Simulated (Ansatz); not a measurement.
# Predicting a run: zincblende AlAs (F-43m), hydrostatic pressure (both signs)

Cell and atoms relaxed with PBEsol to each stress σ (compression positive); gaps by PBEsol with spin-orbit coupling, rigid bands (plane waves, PAW; Ansatz, a program for electronic structure). Unloaded cell: a = 4.013 Å, b = 4.013 Å, c = 4.013 Å, α = 60.00°, β = 60.00°, γ = 60.00°.

```csv
σ (GPa),ln(V/V₀) (%),gap (eV)
0,0,1.247
-2.00,2.93,1.294
5.00,-6.09,1.136
10.00,-10.99,1.038
```

### Question
Fit E_g = 1.247 eV + aσ + bσ² and ε = cσ + dσ² to the loaded rows by least squares.

### Answer
a = -0.0233 eV/GPa, b = 2.37e-04 eV/GPa²; c = -1.37 %/GPa, d = 0.0273 %/GPa².

### Question
One run was withheld, at σ = 2.00 GPa. Predict its gap and its ln(V/V₀), then set them beside the run.

### Answer
E_g = 1.247 + (-0.0233)(2.00) + (2.37e-04)(2.00)² = 1.201 eV and ε = (-1.37)(2.00) + (0.0273)(2.00)² = -2.63 %. The run gave 1.200 eV and -2.63 %, misses of 0.001 eV and 0.00 percentage points.

Gaps are resolved to about 0.01 eV; third decimals are kept for the arithmetic. Every relaxation keeps the zincblende phase (space group F-43m under this load), so a transition, a distortion that breaks the symmetry or fracture can't show.
